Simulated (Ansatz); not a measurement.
Defect: Al-vacancy pair (Al on one host Mo site, one Mo site vacant) in bcc Mo, neutral cell. Computed with PBE, PAW (plane waves to 420 eV; Ansatz, a first-principles code).

Cell of 36 host sites held at the relaxed PBE lattice; a 2×2×3 k-point mesh shifted by half a step; Fermi-Dirac width 0.10 eV, spin-restricted; finite-size errors left in. Static, classical nuclei. Forms of the defect that were not tried may lie lower.

Barriers: single points on a 3×3×5 k-point mesh shifted by half a step at the bands' geometries.

A. direct exchange of Al with the vacancy (Al-vacancy distance between ideal sites 2.74 Å throughout); the atom moves 2.46 Å along (0.45, 0.45, 0.45) of the unit cell; the moving atom starts with neighbours 2 Mo at 2.74, Mo at 2.75, 2 Mo at 2.79, Mo at 2.80, Mo at 2.89, 2 Mo at 3.04, Mo at 3.07, 2 Mo at 3.21, Mo at 3.25 Å and ends with 2 Mo at 2.74, Mo at 2.75, 2 Mo at 2.79, Mo at 2.80, Mo at 2.89, 2 Mo at 3.04, Mo at 3.07, 2 Mo at 3.21, Mo at 3.25 Å; saddle order not checked, on a symmetry element.
B. a nearby Mo atom hops onto the vacant site (Al-vacancy distance between ideal sites 2.74 → 3.16 Å); the atom moves 2.71 Å along (0.50, 0.50, -0.49) of the unit cell; the moving atom starts with neighbours Al at 3.07, Al at 3.25; Mo at 2.73, 5 Mo at 2.74, Mo at 2.75, 2 Mo at 3.14, 2 Mo at 3.18 Å and ends with Al at 2.76; 2 Mo at 2.71, 3 Mo at 2.72, Mo at 2.75, Mo at 3.10, 4 Mo at 3.16, Mo at 3.22 Å; saddle order not checked, on a symmetry element.

A band can be held on a symmetry element, so unchecked saddle points there may be too high.

### Question
Put the candidates in order of forward barrier, lowest first, for PBE, PAW.

### Answer
A (0.59 eV), B (1.38 eV)
